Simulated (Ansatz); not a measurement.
The structure below was relaxed with PBEsol/PAW in Ansatz (a first-principles code), no SOC.

```yaml
crystal:
  lattice:
    - [-1.76014, 1.76014, 1.76014]
    - [1.76014, -1.76014, 1.76014]
    - [1.76014, 1.76014, -1.76014]
  atoms:
    - { symbol: Zr, position: [0.00000, 0.00000, 0.00000] }
```

**Question.** Find the space group and the Wyckoff positions.

**Answer.** Space group Im-3m (No. 229); a = b = c = 3.5203 Å, α = β = γ = 90.00°

```csv
atom,site,symmetry,x,y,z
Zr,2a,m-3m,0.0000,0.0000,0.0000
```

**Question.** Describe the coordination.

**Answer.** The crystal has 2 atoms in its conventional cell. Lattice parameters: a = 3.5203 Å, b = 3.5203 Å, c = 3.5203 Å, α = 90.00°, β = 90.00°, γ = 90.00°. Zr sees 8 Zr at 3.049 Å and 6 Zr at 3.520 Å. (Neighbours: up to the widest gap in distance over summed covalent radii, below 1.35, at either atom.)

No phonon test of stability was made. All final runs are without spin polarisation. The cell was made from Ta by this change: Ta → Zr; the result is a model cell. This is not the structure that Zr has at room temperature and ambient pressure.
